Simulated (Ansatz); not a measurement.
## Si well of 8 atomic layers along [001] in random Si0.7Ge0.3, Ge share that oscillates in the well

Prepared with Tersoff's 1989 multicomponent potential (SiCGe.tersoff) in LAMMPS: minimisation. Geometry as solved with Ansatz (a program for electronic structure) with PBE, support functions at accuracy medium on the grid of 370 eV.

```xyz
576
Lattice="16.67 0.00 0.00 0.00 16.67 0.00 0.00 0.00 44.22" Properties=species:S:1:pos:R:3 pbc="T T T"
Si     0.02    -0.03     0.01
Ge     1.39     1.41     1.39
Si     2.78     2.80    -0.04
Si     4.11     4.16     1.38
Si     2.79     0.03     2.80
Si     4.13     1.37     4.21
Si    -0.03     2.81     2.80
Si     1.37     4.16     4.18
Ge    -0.04     0.05     5.58
Si     1.38     1.44     6.97
Si     2.74     2.77     5.55
Ge     4.13     4.15     7.00
Ge     2.79     0.03     8.37
Si     4.22     1.40     9.76
Si    -0.01     2.79     8.35
Si     1.35     4.21     9.72
Si    -0.01     0.01    11.14
Si     1.34     1.42    12.50
Ge     2.76     2.80    11.12
Si     4.14     4.23    12.52
Ge     2.76     0.05    13.90
Si     4.16     1.42    15.32
Si     0.01     2.82    13.88
Si     1.39     4.18    15.27
Si     0.00     0.00    16.70
Si     1.40     1.39    18.02
Si     2.77     2.80    16.65
Si     4.17     4.18    18.00
Si     2.78    -0.01    19.38
Si     4.17     1.38    20.73
Si     0.00     2.78    19.36
Si     1.39     4.16    20.71
Si     0.00     0.00    22.08
Si     1.39     1.38    23.45
Si     2.75     2.75    22.07
Ge     4.18     4.17    23.45
Si     2.78     0.00    24.82
Si     4.17     1.38    26.19
Si     0.01     2.78    24.80
Si     1.40     4.15    26.16
Si     0.02     0.01    27.57
Si     1.40     1.39    28.93
Si     2.75     2.75    27.53
Ge     4.14     4.18    28.93
Si     2.77     0.04    30.34
Si     4.17     1.35    31.72
Si     0.02     2.76    30.30
Ge     1.38     4.21    31.68
Si     0.00    -0.02    33.19
Si     1.38     1.35    34.54
Ge     2.77     2.74    33.12
Ge     4.19     4.19    34.53
Si     2.78    -0.02    35.89
Si     4.20     1.35    37.25
Si     0.01     2.73    35.89
Ge     1.36     4.20    37.25
Si    -0.02    -0.05    38.62
Ge     1.36     1.35    40.06
Ge     2.80     2.75    38.63
Ge     4.19     4.19    40.07
Si     2.79    -0.03    41.45
Si     4.14     1.40    42.81
Si     0.02     2.82    41.45
Si     1.39     4.18    42.82
Si     0.00     5.53    -0.01
Si     1.39     6.90     1.35
Si     2.76     8.28    -0.02
Ge     4.18     9.72     1.34
Si     2.72     5.52     2.76
Ge     4.11     6.95     4.15
Ge     0.00     8.30     2.78
Si     1.40     9.69     4.19
Si     0.01     5.53     5.60
Si     1.37     6.94     6.98
Si     2.73     8.33     5.60
Si     4.15     9.67     6.95
Si     2.73     5.58     8.38
Si     4.14     6.95     9.74
Si     0.02     8.29     8.40
Si     1.38     9.67     9.79
Si     0.01     5.57    11.15
Si     1.39     6.95    12.52
Si     2.78     8.31    11.15
Si     4.13     9.72    12.52
Si     2.76     5.58    13.91
Si     4.14     6.94    15.29
Si     0.01     8.33    13.90
Si     1.38     9.72    15.27
Si     0.00     5.56    16.63
Si     1.38     6.95    18.00
Si     2.77     8.34    16.65
Si     4.15     9.73    18.02
Si     2.78     5.56    19.36
Si     4.17     6.95    20.71
Si     0.00     8.34    19.37
Si     1.38     9.72    20.74
Si     0.01     5.56    22.07
Si     1.41     6.92    23.43
Si     2.78     8.33    22.08
Si     4.17     9.72    23.43
Si     2.77     5.57    24.83
Si     4.14     6.98    26.17
Ge     0.00     8.34    24.81
Si     1.45     9.72    26.18
Ge     0.03     5.59    27.56
Si     1.42     7.00    28.97
Si     2.80     8.35    27.57
Si     4.20     9.71    28.94
Si     2.79     5.63    30.33
Si     4.18     6.97    31.71
Si     0.02     8.32    30.37
Si     1.38     9.70    31.75
Si     0.01     5.61    33.10
Si     1.42     6.96    34.46
Si     2.80     8.34    33.10
Si     4.14     9.72    34.52
Si     2.77     5.62    35.87
Si     4.14     6.96    37.27
Ge     0.02     8.35    35.88
Si     1.42     9.75    37.28
Si    -0.01     5.59    38.70
Si     1.39     6.96    40.05
Si     2.76     8.34    38.66
Si     4.09     9.71    40.06
Si     2.74     5.58    41.44
Si     4.12     6.91    42.84
Si     0.04     8.31    41.46
Si     1.42     9.68    42.82
Ge     0.01    11.08     0.01
Si     1.35    12.52     1.42
Ge     2.74    13.87    -0.03
Ge     4.17    15.32     1.39
Ge     2.76    11.12     2.81
Si     4.19    12.47     4.21
Si    -0.04    13.90     2.76
Ge     1.38    15.28     4.15
Ge     0.02    11.15     5.54
Si     1.40    12.51     6.97
Ge     2.82    13.88     5.60
Si     4.21    15.29     6.99
Ge     2.77    11.08     8.37
Si     4.14    12.53     9.76
Ge     0.02    13.94     8.34
Si     1.39    15.31     9.79
Si     0.03    11.05    11.17
Si     1.38    12.48    12.52
Si     2.73    13.87    11.12
Ge     4.18    15.27    12.48
Si     2.76    11.10    13.90
Si     4.15    12.48    15.28
Si    -0.02    13.85    13.87
Ge     1.36    15.24    15.29
Si     0.00    11.11    16.63
Si     1.38    12.49    18.01
Si     2.80    13.85    16.67
Si     4.15    15.27    18.02
Si     2.77    11.11    19.38
Si     4.16    12.50    20.73
Si     0.00    13.89    19.37
Si     1.38    15.28    20.73
Si     0.00    11.12    22.09
Si     1.40    12.49    23.46
Si     2.77    13.89    22.09
Si     4.16    15.28    23.45
Si     2.80    11.11    24.80
Si     4.16    12.50    26.18
Si     0.01    13.89    24.80
Si     1.38    15.29    26.18
Ge     0.02    11.13    27.53
Si     1.42    12.53    28.91
Si     2.77    13.89    27.52
Ge     4.16    15.29    28.95
Ge     2.78    11.11    30.34
Si     4.17    12.52    31.74
Ge     0.00    13.91    30.29
Ge     1.41    15.30    31.76
Si     0.02    11.09    33.13
Si     1.38    12.49    34.50
Si     2.79    13.86    33.14
Si     4.12    15.29    34.48
Si     2.77    11.12    35.88
Si     4.12    12.52    37.25
Si     0.01    13.88    35.88
Si     1.39    15.27    37.26
Si     0.03    11.13    38.62
Ge     1.41    12.52    40.05
Si     2.79    13.93    38.63
Si     4.16    15.29    40.03
Si     2.78    11.08    41.47
Si     4.18    12.48    42.80
Si     0.00    13.95    41.41
Si     1.37    15.30    42.80
Si     5.54     0.07    -0.02
Si     6.94     1.40     1.35
Si     8.37     2.75     0.04
Si     9.77     4.14     1.37
Ge     8.31    -0.01     2.75
Ge     9.74     1.43     4.16
Ge     5.53     2.77     2.79
Si     6.95     4.13     4.20
Si     5.51    -0.02     5.56
Ge     6.93     1.37     6.95
Si     8.31     2.77     5.56
Ge     9.70     4.14     6.98
Si     8.34    -0.03     8.34
Ge     9.70     1.43     9.71
Si     5.56     2.77     8.40
Si     6.91     4.18     9.75
Si     5.61     0.01    11.10
Si     6.95     1.42    12.46
Si     8.31     2.84    11.13
Si     9.71     4.20    12.50
Ge     8.33     0.04    13.89
Si     9.73     1.40    15.33
Ge     5.56     2.81    13.89
Si     6.98     4.18    15.30
Si     5.51     0.03    16.69
Si     6.93     1.40    18.02
Si     8.34     2.78    16.67
Si     9.74     4.18    18.01
Si     8.33     0.01    19.37
Si     9.71     1.40    20.72
Si     5.55     2.79    19.37
Si     6.96     4.17    20.72
Si     5.56     0.00    22.10
Si     6.94     1.39    23.45
Si     8.33     2.78    22.09
Si     9.72     4.18    23.45
Si     8.34     0.05    24.81
Si     9.72     1.40    26.20
Si     5.58     2.75    24.84
Si     6.98     4.14    26.16
Si     5.56     0.03    27.57
Si     6.98     1.37    28.92
Si     8.34     2.78    27.56
Si     9.68     4.14    28.97
Si     8.36     0.01    30.30
Si     9.71     1.38    31.72
Ge     5.59     2.76    30.35
Si     6.97     4.20    31.72
Si     5.50    -0.02    33.11
Ge     6.93     1.39    34.47
Si     8.33     2.79    33.05
Ge     9.72     4.18    34.48
Si     8.32    -0.04    35.86
Ge     9.70     1.38    37.25
Si     5.58     2.78    35.93
Si     6.94     4.17    37.29
Si     5.56     0.00    38.67
Si     6.93     1.40    40.04
Si     8.30     2.78    38.68
Si     9.70     4.10    40.06
Si     8.33     0.07    41.43
Si     9.72     1.40    42.84
Si     5.55     2.73    41.45
Ge     6.92     4.12    42.88
Si     5.46     5.53     0.01
Ge     6.89     6.92     1.38
Ge     8.34     8.36    -0.01
Si     9.72     9.74     1.43
Ge     8.34     5.50     2.78
Ge     9.72     7.00     4.18
Si     5.54     8.34     2.78
Ge     6.94     9.72     4.20
Ge     5.58     5.56     5.58
Si     6.96     6.96     7.00
Si     8.33     8.34     5.64
Si     9.70     9.72     7.00
Si     8.28     5.54     8.37
Ge     9.74     6.90     9.74
Si     5.51     8.30     8.33
Ge     6.89     9.75     9.72
Si     5.51     5.55    11.10
Ge     6.90     6.92    12.55
Ge     8.34     8.35    11.16
Si     9.76     9.74    12.51
Si     8.35     5.54    13.93
Si     9.72     6.93    15.29
Si     5.47     8.33    13.91
Ge     6.91     9.68    15.31
Si     5.56     5.56    16.64
Si     6.95     6.93    18.02
Si     8.36     8.29    16.67
Si     9.73     9.70    18.02
Si     8.34     5.55    19.37
Si     9.73     6.94    20.74
Si     5.56     8.34    19.36
Si     6.95     9.72    20.73
Si     5.58     5.58    22.05
Si     6.94     6.95    23.44
Si     8.34     8.34    22.10
Si     9.73     9.74    23.44
Si     8.31     5.54    24.79
Ge     9.71     6.96    26.19
Si     5.53     8.32    24.78
Ge     6.94     9.73    26.19
Ge     5.60     5.59    27.53
Si     6.98     6.96    28.98
Si     8.34     8.35    27.63
Si     9.74     9.73    28.97
Si     8.34     5.56    30.33
Si     9.72     6.96    31.70
Si     5.57     8.34    30.33
Si     6.97     9.70    31.69
Si     5.56     5.56    33.06
Ge     6.93     6.95    34.48
Si     8.33     8.32    33.05
Ge     9.75     9.71    34.44
Si     8.31     5.55    35.92
Si     9.71     6.95    37.23
Si     5.50     8.33    35.88
Ge     6.93     9.71    37.26
Si     5.55     5.57    38.60
Ge     6.96     6.96    39.99
Si     8.39     8.35    38.62
Si     9.75     9.71    40.01
Ge     8.35     5.54    41.45
Si     9.76     6.96    42.82
Ge     5.51     8.34    41.46
Si     6.93     9.75    42.83
Si     5.58    11.15    -0.04
Si     6.97    12.46     1.38
Ge     8.36    13.89     0.00
Si     9.76    15.31     1.36
Si     8.34    11.12     2.78
Si     9.69    12.51     4.14
Ge     5.59    13.86     2.81
Si     6.92    15.32     4.20
Si     5.51    11.08     5.60
Ge     6.92    12.49     7.00
Ge     8.34    13.93     5.57
Si     9.75    15.28     7.00
Si     8.37    11.12     8.37
Si     9.74    12.51     9.74
Si     5.54    13.92     8.41
Si     6.96    15.29     9.73
Si     5.47    11.12    11.13
Ge     6.91    12.51    12.48
Si     8.33    13.88    11.07
Ge     9.74    15.22    12.51
Ge     8.35    11.10    13.89
Ge     9.76    12.52    15.34
Si     5.52    13.86    13.92
Ge     6.90    15.27    15.31
Si     5.53    11.13    16.68
Si     6.93    12.50    18.03
Si     8.33    13.90    16.71
Si     9.73    15.29    18.03
Si     8.34    11.10    19.36
Si     9.72    12.50    20.71
Si     5.55    13.90    19.38
Si     6.94    15.28    20.73
Si     5.56    11.10    22.08
Si     6.94    12.49    23.44
Si     8.30    13.86    22.06
Ge     9.72    15.27    23.44
Si     8.36    11.14    24.80
Si     9.74    12.49    26.20
Si     5.54    13.87    24.79
Ge     6.95    15.28    26.19
Si     5.51    11.12    27.56
Ge     6.95    12.48    28.96
Si     8.37    13.88    27.58
Si     9.73    15.27    28.95
Si     8.36    11.08    30.36
Si     9.73    12.49    31.71
Si     5.54    13.88    30.36
Ge     6.96    15.29    31.73
Ge     5.57    11.10    33.11
Si     6.97    12.54    34.47
Si     8.38    13.88    33.11
Si     9.72    15.26    34.51
Ge     8.36    11.16    35.87
Si     9.77    12.52    37.29
Ge     5.54    13.91    35.87
Si     6.93    15.32    37.26
Ge     5.49    11.13    38.69
Si     6.90    12.53    40.06
Ge     8.31    13.89    38.64
Ge     9.73    15.33    40.05
Ge     8.33    11.11    41.41
Si     9.74    12.49    42.81
Si     5.51    13.89    41.40
Ge     6.91    15.32    42.79
Si    11.12     0.02    -0.01
Si    12.51     1.38     1.39
Si    13.89     2.77     0.06
Si    15.29     4.17     1.39
Si    13.91     0.02     2.78
Si    15.25     1.44     4.15
Si    11.17     2.80     2.75
Si    12.55     4.13     4.15
Ge    11.17     0.01     5.61
Si    12.56     1.43     6.99
Si    13.91     2.80     5.57
Si    15.29     4.16     6.97
Si    13.91     0.02     8.35
Si    15.31     1.39     9.73
Si    11.17     2.79     8.36
Si    12.54     4.15     9.76
Ge    11.15    -0.01    11.09
Ge    12.58     1.39    12.52
Si    13.96     2.80    11.11
Si    15.30     4.19    12.51
Si    13.93    -0.03    13.93
Ge    15.29     1.42    15.30
Ge    11.11     2.81    13.92
Si    12.53     4.22    15.30
Si    11.12     0.00    16.65
Si    12.50     1.40    18.02
Si    13.87     2.82    16.67
Si    15.29     4.18    18.01
Si    13.90     0.00    19.37
Si    15.29     1.39    20.72
Si    11.11     2.79    19.37
Si    12.51     4.19    20.71
Si    11.11     0.00    22.03
Ge    12.49     1.42    23.42
Si    13.92     2.82    22.05
Si    15.30     4.18    23.44
Ge    13.92    -0.02    24.84
Si    15.33     1.41    26.21
Si    11.08     2.81    24.84
Si    12.53     4.15    26.16
Si    11.07    -0.03    27.54
Ge    12.48     1.39    28.92
Si    13.89     2.77    27.52
Ge    15.25     4.16    28.97
Si    13.90    -0.02    30.30
Ge    15.32     1.34    31.71
Si    11.05     2.77    30.33
Ge    12.45     4.21    31.69
Si    11.07     0.00    33.12
Si    12.48     1.33    34.51
Ge    13.85     2.75    33.11
Ge    15.33     4.16    34.49
Si    13.89    -0.02    35.89
Si    15.30     1.34    37.24
Si    11.12     2.73    35.84
Ge    12.50     4.14    37.23
Si    11.14    -0.02    38.61
Ge    12.47     1.37    40.05
Ge    13.97     2.78    38.67
Si    15.33     4.21    40.09
Ge    13.91    -0.06    41.45
Ge    15.31     1.41    42.86
Si    11.07     2.76    41.45
Ge    12.51     4.16    42.83
Si    11.09     5.56    -0.01
Ge    12.51     6.93     1.40
Si    13.94     8.32    -0.01
Si    15.25     9.71     1.40
Si    13.93     5.52     2.80
Si    15.32     6.85     4.17
Si    11.10     8.37     2.75
Ge    12.52     9.75     4.13
Ge    11.15     5.52     5.55
Ge    12.53     6.93     7.02
Ge    13.94     8.28     5.53
Ge    15.33     9.70     6.98
Si    13.94     5.52     8.41
Si    15.30     6.93     9.77
Si    11.09     8.34     8.35
Ge    12.47     9.70     9.79
Si    11.16     5.52    11.15
Si    12.55     6.90    12.50
Si    13.92     8.30    11.15
Si    15.28     9.70    12.53
Si    13.92     5.55    13.90
Si    15.30     6.94    15.26
Ge    11.15     8.32    13.89
Si    12.55     9.73    15.29
Si    11.12     5.57    16.65
Si    12.51     6.96    18.01
Si    13.92     8.33    16.64
Si    15.29     9.72    18.00
Si    13.90     5.58    19.36
Si    15.29     6.95    20.73
Si    11.12     8.33    19.38
Si    12.51     9.73    20.73
Si    11.12     5.56    22.09
Si    12.51     6.95    23.45
Si    13.89     8.34    22.08
Si    15.26     9.75    23.43
Si    13.89     5.55    24.80
Si    15.23     6.95    26.19
Si    11.13     8.37    24.80
Si    12.50     9.73    26.19
Ge    11.14     5.52    27.61
Si    12.52     6.98    28.98
Si    13.86     8.32    27.55
Ge    15.26     9.70    28.96
Si    13.90     5.62    30.35
Si    15.28     6.97    31.74
Si    11.11     8.34    30.34
Si    12.49     9.72    31.71
Si    11.10     5.63    33.10
Si    12.50     7.00    34.45
Si    13.89     8.37    33.09
Si    15.27     9.74    34.48
Ge    13.90     5.62    35.87
Si    15.30     6.96    37.32
Si    11.12     8.30    35.86
Ge    12.51     9.72    37.26
Ge    11.06     5.53    38.66
Ge    12.53     6.94    40.07
Si    13.92     8.33    38.66
Ge    15.32     9.73    40.05
Si    13.95     5.56    41.47
Si    15.32     6.94    42.84
Si    11.10     8.34    41.42
Ge    12.54     9.71    42.80
Ge    11.13    11.14     0.03
Si    12.56    12.53     1.40
Si    13.89    13.94     0.05
Si    15.28    15.31     1.40
Si    13.93    11.15     2.75
Si    15.26    12.54     4.15
Ge    11.15    13.92     2.79
Si    12.57    15.31     4.18
Ge    11.08    11.14     5.58
Si    12.49    12.57     6.94
Si    13.90    13.91     5.56
Si    15.24    15.30     6.95
Ge    13.86    11.13     8.33
Ge    15.32    12.48     9.78
Si    11.12    13.90     8.35
Si    12.52    15.28     9.68
Si    11.09    11.16    11.17
Si    12.50    12.48    12.56
Ge    13.88    13.92    11.16
Si    15.31    15.30    12.54
Si    13.90    11.09    13.90
Si    15.27    12.49    15.26
Si    11.17    13.88    13.93
Si    12.52    15.29    15.28
Si    11.16    11.07    16.69
Si    12.52    12.50    18.02
Si    13.90    13.88    16.64
Si    15.28    15.28    18.02
Si    13.91    11.11    19.37
Si    15.29    12.50    20.73
Si    11.12    13.89    19.37
Si    12.51    15.28    20.72
Si    11.12    11.12    22.08
Si    12.50    12.50    23.45
Si    13.89    13.88    22.08
Si    15.31    15.25    23.42
Si    13.88    11.11    24.81
Si    15.28    12.51    26.13
Si    11.12    13.86    24.83
Si    12.45    15.27    26.19
Si    11.11    11.10    27.57
Si    12.46    12.47    28.97
Ge    13.87    13.88    27.57
Si    15.28    15.32    28.92
Si    13.83    11.10    30.34
Ge    15.26    12.47    31.74
Si    11.08    13.86    30.31
Ge    12.49    15.27    31.71
Si    11.14    11.12    33.05
Ge    12.51    12.51    34.50
Si    13.92    13.92    33.14
Si    15.29    15.27    34.53
Si    13.94    11.12    35.87
Si    15.31    12.50    37.25
Si    11.11    13.92    35.91
Si    12.53    15.27    37.27
Si    11.12    11.13    38.67
Si    12.53    12.49    40.01
Si    13.90    13.86    38.63
Si    15.29    15.24    39.99
Si    13.89    11.14    41.40
Ge    15.26    12.56    42.81
Ge    11.16    13.88    41.46
Si    12.51    15.28    42.90
```
